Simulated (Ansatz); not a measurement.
L1₀ (CuAu-type) FePt, treated with r²SCAN+rVV10 (Ansatz, a first-principles code, PAW).

Run with plane-wave cutoff 500 eV, 20×20×16 k mesh (along the axes of the cell as run), Fermi–Dirac smearing 0.1 eV, spin-polarised with parallel moments, scalar-relativistic PAW data made under PBE.

Cell (relaxed at this level):

```cif
data_FePt
_chemical_formula_sum 'Fe1 Pt1'
_space_group_name_H-M_alt 'P 1'
_space_group_IT_number 1
_cell_length_a 2.72327
_cell_length_b 2.72327
_cell_length_c 3.71112
_cell_angle_alpha 90.000
_cell_angle_beta 90.000
_cell_angle_gamma 90.000
loop_
_space_group_symop_operation_xyz
  'x, y, z'
loop_
_atom_site_label
_atom_site_type_symbol
_atom_site_fract_x
_atom_site_fract_y
_atom_site_fract_z
_atom_site_occupancy
Fe1 Fe 0.00000 0.00000 0.00000 1
Pt1 Pt 0.50000 0.50000 0.50000 1
```

### Question
Predict the magnetic moment (largest site, within a sphere).

### Answer

- magnetic moment (largest site, within a sphere) = 3.28 μB

Moments are spin moments.

Spin–orbit coupling is not included.

The computed numbers hold no vibrational or temperature effects.
